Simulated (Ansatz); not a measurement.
Base system: Ag in the fcc (Cu type) structure (space group Fm-3m, No. 225; a = 4.0538 Å; relaxed with 0.1 eV smearing). Axes: x, y, z lie along the cube axes.

The change: the cell is compressed by 0.86 % along y with no lateral relaxation, atoms relaxed at fixed cell.

Levels (all Ansatz, a first-principles code, PAW): PBEsol (420 eV, no spin-orbit coupling); PBEsol+SOC (420 eV, noncollinear with spin-orbit coupling).

The geometry is relaxed with PBEsol.

```
Item               Value
---------------  -------
PBEsol pressure  1.1 GPa
```

Task: How does going to PBEsol+SOC change the pressure?

Result: The pressure decreases by 0.2 GPa, from 1.1 GPa to 0.9 GPa.

Single points use the geometry relaxed with PBEsol. The spin-orbit shifts are approximate. The cells carry an imposed strain or load. Whether these cells are dynamically stable was not tested.
